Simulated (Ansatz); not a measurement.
# Au, response to strain

Start from Au in the fcc (Cu type) structure (space group Fm-3m, No. 225; a = 4.0477 Å; relaxed with 0.1 eV smearing). Axes: x, y, z lie along the cube axes.

Strains are applied to the cell and any free atomic positions relax; under biaxial strain the out-of-plane vector relaxes too.

Method: Ansatz (a program for electronic structure), LDA, PAW, cutoff 420 eV, no SOC.

```csv
"biaxial strain, plane normal [001], relaxed out of plane (%)",out-of-plane strain (%)
0,0.00
0.5,-0.85
1,-1.71
1.5,-2.59
2,-3.49
2.5,?
3,-5.28
```

### Question
Fit ε⊥ = −νε + γε² (strains in %) to the rows shown and predict the withheld row.

### Answer
Least squares on the printed values gives ν = 1.70 (the biaxial Poisson response) and γ = -0.022 (largest residual 0.01 %); this predicts -4.38 %, and the run gives -4.39 %, in agreement.

No phonon test of stability was made.
